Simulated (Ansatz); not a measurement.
Start from CdS in the wurtzite structure (space group P6_3mc, No. 186; a = 4.1235 Å, c = 6.7111 Å).

Method: Kohn–Sham DFT with the PBEsol functional, run in Ansatz (an electronic-structure program) with PAW and 420 eV plane waves, no spin-orbit coupling.

Base values:

The c/a ratio is 1.628. The electron mass is 0.11 mₑ along c, 0.12 mₑ across (at Γ) and the band gap is 1.09 eV. The lattice parameter a is 7.792 bohr.

Perturbation: every S is replaced by Te; the structure is relaxed again.

Tabulated Pauling electronegativity and covalent radius: S 2.58, 1.05 Å; Te 2.10, 1.38 Å.

### Question
Estimate the effect on the c/a ratio, electron mass, band gap and lattice parameter a.

### Answer
The c/a ratio increases by 0.012 to 1.640; the electron mass becomes 0.056 mₑ along c, 0.061 mₑ across (at Γ) (base: 0.11 mₑ along c, 0.12 mₑ across (at Γ)); the band gap shrinks by 0.40 eV (1.09 eV → 0.69 eV); the lattice parameter a rises by 0.868 bohr (7.792 bohr → 8.660 bohr).

Spin-orbit coupling, missing from the scalar runs, can matter with Te. Masses are band curvatures over ±0.01 Å⁻¹ around the edge. Whether these cells are dynamically stable was not tested. For CdTe in this form, whether it has been made was not checked. This is not the structure that CdTe has at room temperature and ambient pressure.
